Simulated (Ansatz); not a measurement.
Crystal: BaZrO₃ (Pm-3m, cubic perovskite, 5 atoms a cell, 14.9 Å³ an atom); both levels run on this one cell.

Complex bands along the normal of (001) by Ansatz (plane waves, PAW, no spin-orbit coupling). r2SCAN gives a gap of 3.72 eV and a slowest mid-gap decay of 0.294 1/Å.

Q: What does PBE give on the same cell, and what does that do to the current through 2 nm?

A: Gap 3.21 eV, κ = 0.279 1/Å. The mid-gap transmission through 2 nm changes by exp(2 × 20 × (0.294 − 0.279)) = a factor of 1.8 against r2SCAN.

Ansatz is a program for electronic structure.
